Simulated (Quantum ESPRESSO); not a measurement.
Input and output of a self-consistent single point for Mo₂WS₆ (P-6m2, 9 atoms in the cell) (Quantum ESPRESSO).

Computed with PBEsol, PseudoDojo standard norm-conserving (PBESOL) pseudopotentials (plane waves; Quantum ESPRESSO).

```
CELL_PARAMETERS angstrom
      3.18413     0.00000     0.00000
     -1.59207     2.75754     0.00000
      0.00000     0.00000    28.36235
ATOMIC_POSITIONS crystal
  Mo 0.33333 0.66667 0.76912
  Mo 0.33333 0.66667 0.23088
  W  0.66667 0.33333 0.00000
  S  0.33333 0.66667 0.05501
  S  0.33333 0.66667 0.94499
  S  0.66667 0.33333 0.71444
  S  0.66667 0.33333 0.28556
  S  0.66667 0.33333 0.17617
  S  0.66667 0.33333 0.82383
```

Reference input (self-consistent single point, DFT, PBEsol, plane waves, PseudoDojo standard norm-conserving (PBESOL) pseudopotentials): ecutwfc = 80 Ry; occupations = smearing; smearing = gauss; degauss = 0.0036749 Ry; potentials = {Mo: Mo.upf, W: W.upf, S: S.upf}; K_POINTS = automatic 5 5 1 0 0 0; conv_thr = 1e-10 Ry. This run's input differs from it in these lines:

```diff
@@ -18,3 +18,3 @@
 &electrons
-  conv_thr = 1.0d-10
+  conv_thr = 7.3e-04
 /
```

Output, abridged:

```
     Self-consistent Calculation

     iteration #  1     ecut=    80.00 Ry     beta= 0.70

     total energy              =    -565.02561630 Ry
     estimated scf accuracy    <       0.95383450 Ry

     iteration #  2     ecut=    80.00 Ry     beta= 0.70

     total energy              =    -562.33578280 Ry
     estimated scf accuracy    <      36.77093598 Ry

     iteration #  3     ecut=    80.00 Ry     beta= 0.70

     total energy              =    -561.51385693 Ry
     estimated scf accuracy    <     206.20840914 Ry

   [... 5 blocks of this kind left out ...]

     iteration #  9     ecut=    80.00 Ry     beta= 0.70

     total energy              =    -565.59179885 Ry
     estimated scf accuracy    <       0.00078816 Ry

     iteration # 10     ecut=    80.00 Ry     beta= 0.70
     End of self-consistent calculation

     the Fermi energy is     5.7837 ev

!    total energy              =    -565.59110789 Ry
     estimated scf accuracy    <       0.00070986 Ry
     smearing contrib. (-TS)   =      -0.00000000 Ry
     internal energy E=F+TS    =    -565.59110789 Ry

     convergence has been achieved in  10 iterations

     Forces acting on atoms (cartesian axes, Ry/au):

     atom    1 type  1   force =     0.00000000    0.00000000    0.00029957
     atom    2 type  1   force =     0.00000000    0.00000000   -0.00029957
     atom    3 type  2   force =     0.00000000    0.00000000    0.00000000
     atom    4 type  3   force =    -0.00000000   -0.00000000   -0.00450062
     atom    5 type  3   force =     0.00000000   -0.00000000    0.00450062
   [... lines left out ...]
     Total force =     0.011004     Total SCF correction =     0.133196
   [... lines left out ...]
     SCF correction compared to forces is large: reduce conv_thr to get better values

          total   stress  (Ry/bohr**3)                   (kbar)     P=      -20.07
  -0.00017654  -0.00000000   0.00000000          -25.97       -0.00        0.00
  -0.00000000  -0.00017654   0.00000000           -0.00      -25.97        0.00
   0.00000000   0.00000000  -0.00005615            0.00        0.00       -8.26

   JOB DONE.
```

The run converged in 10 iterations. Against the reference run the free energy is nearly the same (within 1 meV/atom), the pressure hardly changes (-2.05 to -2.01 GPa), the largest force goes from 0.131 to 0.123 eV/Å and the gap on the mesh goes from 1.373 to 1.437 eV. The full log also holds: “SCF correction compared to forces is large: reduce conv_thr to get better values”.

The starting cell comes from a database of computed structures (which also holds hypothetical and non-ambient phases and stackings), without a prior relaxation at this level. Spin-orbit coupling is off.

Cost on one core of a shared machine: roughly 2 min.
